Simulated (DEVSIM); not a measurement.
System: Al/SiO2/p-Si capacitor, at 300 K.

| layer (left to right) | material | thickness (nm) | Na (cm⁻³) |
|---|---|---|---|
| 1 | SiO2 | 16.0 | - |
| 2 | Si | 790 | 5.3e17 |

Metal gate on the left, work function 4.1 eV. Fixed charge at the semiconductor interface -2.8e10 cm⁻² (in units of +e); no interface traps.

Constants are typed, rounded textbook-type inputs, not results; the design itself was drawn at random and stands for no fabricated device. Values at 300 K.

```
parameter      SiO2       Si
-------------  ----  -------
gap (eV)          9    1.124
affinity (eV)   0.9     4.05
permittivity    3.9     11.7
Nc (cm⁻³)         -  2.86e19
Nv (cm⁻³)         -   3.1e19
```

Model (solved in DEVSIM): 1D Poisson equation in equilibrium, Boltzmann statistics, complete ionisation; no quantum confinement or tunnelling. Metal contacts follow the ideal Schottky-Mott rule: no Fermi-level pinning, no interface dipoles.

The interface trap density was swept, all else fixed.

```tsv
interface trap density (cm^-2 eV^-1)	flat-band voltage (V)	minimum of the low-frequency capacitance (μF/cm²)
0	-0.95	0.114
1e10	-0.95	0.114
1e11	-0.97	0.117
3e11	-1.00	0.124
1e12	-1.12	0.140
2e12	-1.29	0.156
```

From the first row to the last the flat-band voltage goes from -0.95 to -1.29. From the first row to the last the minimum of the low-frequency capacitance goes from 0.114 to 0.156.
